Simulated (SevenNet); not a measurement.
**Corundum Ga2O3 (metastable phase)**

All values below come from the machine-learned potential SevenNet-0 (trained on PBE and PBE+U data).

Cell: relaxed at this level.

lattice parameter a: 5.056 Å
lattice parameter c: 13.623 Å

Measured, for comparison: lattice constant a 4.982 Å, lattice parameter c 13.433 Å (temperature not stated, no zero-point or thermal correction; as tabulated in Marezio, Remeika, J. Chem. Phys. 46, 1862 (1967) (COD 1538347)). Computed (rounded) less measured: lattice constant a +1.5 %, lattice parameter c +1.4 %.

A machine-learned potential is trained on density-functional data: it inherits that level's misses and adds fitting errors of its own.
